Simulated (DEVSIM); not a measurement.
Si p-i-n diode

Device: Si p-i-n diode, at 400 K.

| layer (left to right) | material | thickness (μm) | Nd (cm⁻³) | Na (cm⁻³) | τn (s) | τp (s) |
|---|---|---|---|---|---|---|
| 1 | Si | 0.500 | - | 4.3e17 | 3.7e-7 | 3.7e-7 |
| 2 | Si | 0.660 | 2.8e13 | - | 3.7e-7 | 3.7e-7 |
| 3 | Si | 1.70 | 7.7e18 | - | 3.7e-7 | 3.7e-7 |

Left contact: ohmic. Right contact: ohmic. Voltage is applied to the left contact. Recombination: SRH at mid-gap. Mobility is μmin + (μ − μmin)/(1 + (N/Nref)^α).

The device is made up for the run: typed textbook-type constants, with dimensions and the other settings drawn at random. Values at 300 K; Nc and Nv go as T^1.5, mobilities as T to minus their exponent, the gap by Varshni's rule with the affinity fixed.

| parameter | Si |
|---|---|
| gap (eV) | 1.124 |
| affinity (eV) | 4.05 |
| permittivity | 11.7 |
| Nc (cm⁻³) | 2.86e19 |
| Nv (cm⁻³) | 3.1e19 |
| μn (cm²/Vs) | 1417 |
| μp (cm²/Vs) | 470 |
| μn,min | 52 |
| μp,min | 45 |
| Nref,n | 9.7e16 |
| Nref,p | 2.2e17 |
| αn | 0.68 |
| αp | 0.72 |
| T exponent of μn | 2.3 |
| T exponent of μp | 2.2 |
| Varshni α (eV/K) | 0.000473 |
| Varshni β (K) | 636 |

Simulated with DEVSIM: 1D drift-diffusion, Boltzmann statistics, complete ionisation; no tunnelling, impact ionisation, image-force lowering or self-heating.

Potential step across the device at zero bias: 0.874 V
Dark forward voltage at 1 A/cm²: 0.452 V
Dark forward voltage at 100 A/cm²: 0.613 V

Dark forward current:

```csv
V (V),J (A/cm²)
0.05,2.8e-5
0.10,0.00010
0.15,0.00034
0.20,0.0011
0.25,0.0040
0.30,0.015
0.35,0.058
0.40,0.23
0.45,0.96
0.50,4.0
0.55,17
0.60,69
0.65,280
0.70,1000
0.75,3400
```

Dark reverse current:

```
V (V)   J (A/cm²)
------  ---------
-0.40     -3.7e-5
-1.00     -5.2e-5
-2.00     -6.3e-5
-3.00     -6.8e-5
-4.00     -7.2e-5
-6.00     -7.5e-5
-8.00     -7.7e-5
-10.00    -7.9e-5
-13.00    -8.1e-5
```
